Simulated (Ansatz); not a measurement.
Start from GaN in the wurtzite structure (space group P6_3mc, No. 186).

```
CELL_PARAMETERS angstrom
      3.18330     0.00000     0.00000
     -1.59165     2.75682     0.00000
      0.00000     0.00000     5.18388
ATOMIC_POSITIONS crystal
  Ga 0.66667 0.33333 0.00099
  Ga 0.33333 0.66667 0.50099
  N  0.66667 0.33333 0.62421
  N  0.33333 0.66667 0.12421
```

Level of theory: plane-wave PAW DFT at the r2SCAN level (Ansatz, a program for electronic structure, 500 eV), no spin-orbit coupling, earlier PAW set.

Before the change:

* **Band gap**: 2.35 eV
* **Electron mass**: 0.17 mₑ along c, 0.19 mₑ across (at Γ)

Modification: every N is replaced by P, then cell and atoms are relaxed.

Tabulated Pauling electronegativity and covalent radius: N 3.04, 0.71 Å; P 2.19, 1.07 Å.

**Question.** What happens to the band gap?

**Answer.** The band gap shrinks by 0.61 eV (2.35 eV → 1.74 eV).

**Question.** Predict the new electron mass.

**Answer.** The electron mass becomes 1.1 mₑ along c, 0.13 mₑ across (at Γ) (base: 0.17 mₑ along c, 0.19 mₑ across (at Γ)).

Masses are band curvatures over ±0.01 Å⁻¹ around the edge. Stability against distortions was not tested. For GaP in this form, whether it has been made was not checked. This is not the structure that GaP has at room temperature and ambient pressure.
